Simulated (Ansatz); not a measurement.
System: O vacancy in monoclinic ZrO2 (charge state +2). These are PBE, PAW (plane waves to 420 eV; Ansatz, a quantum-chemistry and plane-wave program) values and carry that method's errors.

Settings: 96 host sites, the relaxed PBE lattice, the Γ point alone, smearing 0.01 eV, spin-restricted, no image-charge correction. No zero-point or tunnelling terms. The charge state is imposed; whether it is stable for some Fermi level was not computed. Forms of the defect that were not tried may lie lower.

Barriers: single points on a 2×2×2 k-point mesh shifted by half a step at the bands' geometries.

Relaxed starting cell (atoms counted from 1):

```yaml
crystal:
  lattice:
    - [10.37868, 0.00000, 0.00000]
    - [0.00000, 10.48354, 0.00000]
    - [-1.80708, 0.00000, 10.60481]
  atoms:
    - { symbol: Zr, position: [0.14861, 0.24454, 0.34460] }
    - { symbol: Zr, position: [0.13831, 0.22970, 0.85524] }
    - { symbol: Zr, position: [0.13629, 0.72962, 0.35576] }
    - { symbol: Zr, position: [0.13749, 0.72815, 0.85664] }
    - { symbol: Zr, position: [0.63577, 0.22937, 0.35599] }
    - { symbol: Zr, position: [0.63720, 0.22990, 0.85548] }
    - { symbol: Zr, position: [0.63448, 0.72260, 0.35297] }
    - { symbol: Zr, position: [0.63912, 0.72836, 0.85547] }
    - { symbol: Zr, position: [0.36620, 0.27088, 0.14199] }
    - { symbol: Zr, position: [0.35998, 0.27489, 0.64616] }
    - { symbol: Zr, position: [0.36136, 0.77128, 0.14571] }
    - { symbol: Zr, position: [0.36524, 0.76979, 0.64622] }
    - { symbol: Zr, position: [0.86221, 0.26824, 0.14766] }
    - { symbol: Zr, position: [0.86329, 0.27120, 0.64539] }
    - { symbol: Zr, position: [0.86284, 0.77263, 0.14349] }
    - { symbol: Zr, position: [0.86281, 0.77315, 0.64471] }
    - { symbol: Zr, position: [0.36512, 0.48196, 0.39738] }
    - { symbol: Zr, position: [0.36269, 0.47969, 0.89561] }
    - { symbol: Zr, position: [0.35998, 0.97670, 0.39362] }
    - { symbol: Zr, position: [0.36475, 0.97761, 0.89807] }
    - { symbol: Zr, position: [0.86229, 0.47766, 0.39683] }
    - { symbol: Zr, position: [0.86178, 0.47678, 0.89577] }
    - { symbol: Zr, position: [0.84045, 0.96903, 0.39049] }
    - { symbol: Zr, position: [0.86239, 0.97964, 0.89442] }
    - { symbol: Zr, position: [0.13813, 0.02090, 0.10513] }
    - { symbol: Zr, position: [0.14291, 0.01225, 0.61839] }
    - { symbol: Zr, position: [0.13629, 0.52423, 0.10405] }
    - { symbol: Zr, position: [0.13716, 0.52377, 0.60560] }
    - { symbol: Zr, position: [0.63732, 0.02160, 0.10341] }
    - { symbol: Zr, position: [0.63398, 0.02426, 0.60693] }
    - { symbol: Zr, position: [0.63968, 0.52111, 0.10448] }
    - { symbol: Zr, position: [0.64088, 0.52123, 0.60738] }
    - { symbol: O, position: [0.03055, 0.09309, 0.92998] }
    - { symbol: O, position: [0.03171, 0.58740, 0.42446] }
    - { symbol: O, position: [0.03030, 0.58893, 0.92728] }
    - { symbol: O, position: [0.52877, 0.08868, 0.42639] }
    - { symbol: O, position: [0.53296, 0.08807, 0.92636] }
    - { symbol: O, position: [0.53341, 0.58592, 0.42795] }
    - { symbol: O, position: [0.53364, 0.58732, 0.92535] }
    - { symbol: O, position: [0.46986, 0.41234, 0.07321] }
    - { symbol: O, position: [0.46875, 0.41333, 0.57684] }
    - { symbol: O, position: [0.46803, 0.91263, 0.07603] }
    - { symbol: O, position: [0.46279, 0.91662, 0.57530] }
    - { symbol: O, position: [0.97071, 0.40664, 0.07778] }
    - { symbol: O, position: [0.96722, 0.41540, 0.57692] }
    - { symbol: O, position: [0.96971, 0.90869, 0.06947] }
    - { symbol: O, position: [0.96653, 0.92305, 0.56153] }
    - { symbol: O, position: [0.46665, 0.33801, 0.32431] }
    - { symbol: O, position: [0.46565, 0.33771, 0.82259] }
    - { symbol: O, position: [0.46535, 0.83583, 0.32604] }
    - { symbol: O, position: [0.46959, 0.83711, 0.82550] }
    - { symbol: O, position: [0.96822, 0.32596, 0.33458] }
    - { symbol: O, position: [0.96834, 0.33731, 0.82384] }
    - { symbol: O, position: [0.96793, 0.84881, 0.32179] }
    - { symbol: O, position: [0.97148, 0.84500, 0.81768] }
    - { symbol: O, position: [0.02858, 0.14737, 0.19500] }
    - { symbol: O, position: [0.03202, 0.16050, 0.67056] }
    - { symbol: O, position: [0.03059, 0.66279, 0.17719] }
    - { symbol: O, position: [0.03324, 0.66757, 0.67414] }
    - { symbol: O, position: [0.53506, 0.16452, 0.17467] }
    - { symbol: O, position: [0.52710, 0.16284, 0.67502] }
    - { symbol: O, position: [0.53006, 0.65987, 0.17595] }
    - { symbol: O, position: [0.53444, 0.66370, 0.67522] }
    - { symbol: O, position: [0.22922, 0.37579, 0.48838] }
    - { symbol: O, position: [0.22637, 0.37178, 0.98789] }
    - { symbol: O, position: [0.22200, 0.87270, 0.49028] }
    - { symbol: O, position: [0.22569, 0.87140, 0.98936] }
    - { symbol: O, position: [0.72558, 0.37064, 0.48908] }
    - { symbol: O, position: [0.72611, 0.37153, 0.98867] }
    - { symbol: O, position: [0.71997, 0.86863, 0.48645] }
    - { symbol: O, position: [0.72656, 0.87268, 0.98756] }
    - { symbol: O, position: [0.27438, 0.12798, 0.01162] }
    - { symbol: O, position: [0.23639, 0.12663, 0.50022] }
    - { symbol: O, position: [0.27367, 0.62812, 0.01278] }
    - { symbol: O, position: [0.27474, 0.63020, 0.51258] }
    - { symbol: O, position: [0.77553, 0.12870, 0.01367] }
    - { symbol: O, position: [0.77445, 0.12553, 0.51058] }
    - { symbol: O, position: [0.77575, 0.62819, 0.01228] }
    - { symbol: O, position: [0.77579, 0.62791, 0.51205] }
    - { symbol: O, position: [0.27876, 0.12357, 0.25965] }
    - { symbol: O, position: [0.27550, 0.12060, 0.76258] }
    - { symbol: O, position: [0.27243, 0.62190, 0.26283] }
    - { symbol: O, position: [0.27356, 0.62253, 0.76327] }
    - { symbol: O, position: [0.77365, 0.11706, 0.26406] }
    - { symbol: O, position: [0.77141, 0.12362, 0.76186] }
    - { symbol: O, position: [0.77403, 0.61993, 0.26229] }
    - { symbol: O, position: [0.77783, 0.62327, 0.76189] }
    - { symbol: O, position: [0.22576, 0.37847, 0.23758] }
    - { symbol: O, position: [0.22442, 0.37896, 0.73731] }
    - { symbol: O, position: [0.22443, 0.87886, 0.23904] }
    - { symbol: O, position: [0.22852, 0.87678, 0.74262] }
    - { symbol: O, position: [0.72930, 0.37574, 0.23873] }
    - { symbol: O, position: [0.72600, 0.37895, 0.73948] }
    - { symbol: O, position: [0.72022, 0.87383, 0.23713] }
    - { symbol: O, position: [0.72662, 0.87951, 0.73627] }
```
Cell charge +2.

End state 1 differs by these moves (Å; atoms that move under 0.08 Å are left out):

```json
[
 {"atom": "1", "element": "Zr", "Δx": "-0.13", "Δy": "-0.16", "Δz": "0.11"},
 {"atom": "2", "element": "Zr", "Δx": "0.02", "Δy": "0.09", "Δz": "0.14"},
 {"atom": "7", "element": "Zr", "Δx": "0.05", "Δy": "0.07", "Δz": "0.02"},
 {"atom": "14", "element": "Zr", "Δx": "-0.23", "Δy": "0.11", "Δz": "-0.05"},
 {"atom": "23", "element": "Zr", "Δx": "0.21", "Δy": "0.14", "Δz": "0.08"},
 {"atom": "26", "element": "Zr", "Δx": "0.10", "Δy": "-0.06", "Δz": "-0.25"},
 {"atom": "32", "element": "Zr", "Δx": "-0.06", "Δy": "0.07", "Δz": "-0.05"},
 {"atom": "33", "element": "O", "Δx": "0.03", "Δy": "-0.03", "Δz": "-0.10"},
 {"atom": "44", "element": "O", "Δx": "0.02", "Δy": "-0.01", "Δz": "-0.11"},
 {"atom": "45", "element": "O", "Δx": "0.01", "Δy": "-0.14", "Δz": "-0.05"},
 {"atom": "47", "element": "O", "Δx": "-0.03", "Δy": "0.02", "Δz": "0.24"},
 {"atom": "52", "element": "O", "Δx": "0.04", "Δy": "0.17", "Δz": "-0.16"},
 {"atom": "53", "element": "O", "Δx": "0.00", "Δy": "-0.10", "Δz": "-0.13"},
 {"atom": "54", "element": "O", "Δx": "0.01", "Δy": "-0.05", "Δz": "0.06"},
 {"atom": "55", "element": "O", "Δx": "-0.06", "Δy": "-0.10", "Δz": "0.10"},
 {"atom": "56", "element": "O", "Δx": "0.04", "Δy": "0.11", "Δz": "-0.16"},
 {"atom": "57", "element": "O", "Δx": "0.37", "Δy": "-0.60", "Δz": "-2.39"},
 {"atom": "68", "element": "O", "Δx": "-0.06", "Δy": "0.06", "Δz": "-0.02"},
 {"atom": "70", "element": "O", "Δx": "0.09", "Δy": "0.07", "Δz": "0.02"},
 {"atom": "73", "element": "O", "Δx": "0.42", "Δy": "0.00", "Δz": "0.10"},
 {"atom": "77", "element": "O", "Δx": "-0.02", "Δy": "0.08", "Δz": "0.04"},
 {"atom": "81", "element": "O", "Δx": "-0.39", "Δy": "0.04", "Δz": "-0.13"}
]
```

**Question.** What is the computed forward and backward barriers to end state 1 (PBE, PAW)?

**Answer.** forward 0.77 eV, backward 0.77 eV; at the saddle point atom 57 has neighbours O at 2.67, O at 2.68; Zr at 2.06, Zr at 2.25, Zr at 2.64 Å. The saddle point's order was not checked.

End state 2 differs by these moves (Å; atoms that move under 0.08 Å are left out):

| atom | element | Δx | Δy | Δz |
|---|---|---|---|---|
| 1 | Zr | -0.20 | -0.10 | -0.04 |
| 10 | Zr | 0.10 | 0.07 | 0.15 |
| 13 | Zr | -0.04 | 0.05 | -0.07 |
| 16 | Zr | -0.07 | -0.04 | 0.02 |
| 19 | Zr | 0.12 | -0.10 | -0.06 |
| 23 | Zr | 0.22 | 0.09 | 0.02 |
| 26 | Zr | -0.18 | 0.00 | -0.06 |
| 33 | O | 0.05 | -0.08 | -0.06 |
| 44 | O | -0.04 | 0.07 | -0.03 |
| 47 | O | -0.08 | -0.11 | 0.15 |
| 49 | O | 0.06 | 0.07 | 0.05 |
| 50 | O | 0.09 | 0.00 | -0.07 |
| 52 | O | -0.02 | 0.13 | -0.15 |
| 54 | O | 0.02 | -0.09 | 0.05 |
| 55 | O | -0.06 | -0.08 | 0.06 |
| 56 | O | 0.05 | 0.16 | -0.27 |
| 57 | O | -0.06 | -0.01 | 0.09 |
| 64 | O | 0.11 | -0.42 | 0.03 |
| 66 | O | 0.09 | 0.05 | -0.01 |
| 73 | O | -1.71 | -0.42 | -0.69 |
| 80 | O | -0.07 | -0.04 | 0.12 |
| 81 | O | 0.02 | 0.02 | -0.15 |
| 94 | O | 0.08 | 0.05 | 0.01 |

**Question.** Estimate the forward and backward barriers to end state 2 that PBE, PAW returns for this input.

**Answer.** forward 0.72 eV, backward 0.052 eV; at the saddle point atom 73 has neighbours 2 Zr at 2.00 Å. The saddle point's order was not checked.

End state 3 differs by these moves (Å; atoms that move under 0.08 Å are left out):

```json
[
 {"atom": "1", "element": "Zr", "Δx": "-0.14", "Δy": "-0.18", "Δz": "0.12"},
 {"atom": "16", "element": "Zr", "Δx": "-0.14", "Δy": "-0.18", "Δz": "0.12"},
 {"atom": "23", "element": "Zr", "Δx": "0.19", "Δy": "0.20", "Δz": "-0.08"},
 {"atom": "26", "element": "Zr", "Δx": "0.19", "Δy": "0.20", "Δz": "-0.08"},
 {"atom": "36", "element": "O", "Δx": "0.09", "Δy": "-0.05", "Δz": "-0.01"},
 {"atom": "43", "element": "O", "Δx": "0.09", "Δy": "-0.05", "Δz": "-0.01"},
 {"atom": "47", "element": "O", "Δx": "0.92", "Δy": "1.62", "Δz": "-1.30"},
 {"atom": "50", "element": "O", "Δx": "0.08", "Δy": "0.02", "Δz": "0.00"},
 {"atom": "52", "element": "O", "Δx": "0.00", "Δy": "0.07", "Δz": "-0.08"},
 {"atom": "54", "element": "O", "Δx": "-0.01", "Δy": "-0.09", "Δz": "0.09"},
 {"atom": "55", "element": "O", "Δx": "0.02", "Δy": "0.09", "Δz": "-0.12"},
 {"atom": "56", "element": "O", "Δx": "0.02", "Δy": "0.09", "Δz": "-0.12"},
 {"atom": "57", "element": "O", "Δx": "-0.01", "Δy": "-0.09", "Δz": "0.09"},
 {"atom": "59", "element": "O", "Δx": "0.00", "Δy": "0.07", "Δz": "-0.08"},
 {"atom": "61", "element": "O", "Δx": "0.08", "Δy": "0.02", "Δz": "0.00"},
 {"atom": "70", "element": "O", "Δx": "0.43", "Δy": "0.06", "Δz": "0.15"},
 {"atom": "73", "element": "O", "Δx": "0.43", "Δy": "0.06", "Δz": "0.15"},
 {"atom": "80", "element": "O", "Δx": "-0.06", "Δy": "-0.03", "Δz": "0.05"},
 {"atom": "84", "element": "O", "Δx": "-0.01", "Δy": "0.07", "Δz": "-0.06"},
 {"atom": "91", "element": "O", "Δx": "-0.01", "Δy": "0.07", "Δz": "-0.06"},
 {"atom": "95", "element": "O", "Δx": "-0.06", "Δy": "-0.03", "Δz": "0.05"}
]
```

**Question.** What forward and backward barriers to end state 3 does PBE, PAW give?

**Answer.** forward 0.73 eV, backward 0.73 eV; at the saddle point atom 47 has neighbours 2 Zr at 1.92 Å. The saddle point's order was not checked, and it lies on a symmetry element of the cell, where a band can be held.

End state 4 differs by these moves (Å; atoms that move under 0.08 Å are left out):

```
atom  element     Δx     Δy     Δz
----  -------  -----  -----  -----
1          Zr  -0.13  -0.18   0.10
3          Zr   0.23  -0.11   0.05
15         Zr  -0.04  -0.11  -0.12
17         Zr   0.00  -0.10   0.00
23         Zr   0.08   0.27   0.17
26         Zr  -0.03   0.06  -0.16
34          O  -0.01   0.12   0.05
35          O  -0.03   0.06   0.06
44          O  -0.04   0.11  -0.01
46          O  -0.04   0.02   0.11
47          O   0.06  -0.27  -0.06
52          O   0.01   0.12  -0.09
54          O   0.49   2.38   1.00
56          O   0.08   0.19  -0.23
58          O   0.01   0.11   0.13
59          O  -0.04  -0.09   0.08
62          O   0.07   0.07  -0.01
66          O   0.05  -0.06  -0.04
73          O   0.33  -0.01   0.12
75          O   0.05  -0.07   0.01
82          O   0.08  -0.03   0.02
84          O  -0.03   0.09  -0.02
94          O   0.43   0.03   0.14
```

**Question.** What is the computed forward and backward barriers to end state 4 (PBE, PAW)?

**Answer.** forward 1.19 eV, backward 1.19 eV; at the saddle point atom 54 has neighbours Zr at 1.92 Å. The saddle point's order was not checked.

End state 5 differs by these moves (Å; atoms that move under 0.08 Å are left out):

```tsv
atom	element	Δx	Δy	Δz
1	Zr	-0.13	-0.18	0.11
5	Zr	-0.14	0.09	0.07
13	Zr	0.10	0.15	-0.10
16	Zr	-0.05	-0.05	0.05
17	Zr	-0.10	-0.01	0.00
20	Zr	-0.07	0.00	-0.07
23	Zr	0.29	0.00	0.21
26	Zr	0.00	0.11	-0.12
29	Zr	-0.07	-0.06	-0.13
44	O	0.03	0.08	-0.08
47	O	0.02	-0.18	0.17
52	O	0.01	0.11	-0.13
54	O	-0.01	-0.18	0.07
55	O	-0.06	-0.07	0.08
56	O	0.03	0.13	-0.18
59	O	-0.04	-0.08	0.03
60	O	0.23	-0.01	0.11
73	O	0.35	0.02	0.12
76	O	-0.03	0.02	0.08
77	O	0.02	0.02	-0.13
84	O	2.36	-0.31	1.72
94	O	0.20	0.42	0.04
```

**Question.** What forward and backward barriers to end state 5 does PBE, PAW give?

**Answer.** forward 1.78 eV, backward 1.11 eV; at the saddle point atom 84 has neighbours O at 2.52; Zr at 1.97, Zr at 2.45, Zr at 2.48 Å. The saddle point's order was not checked.
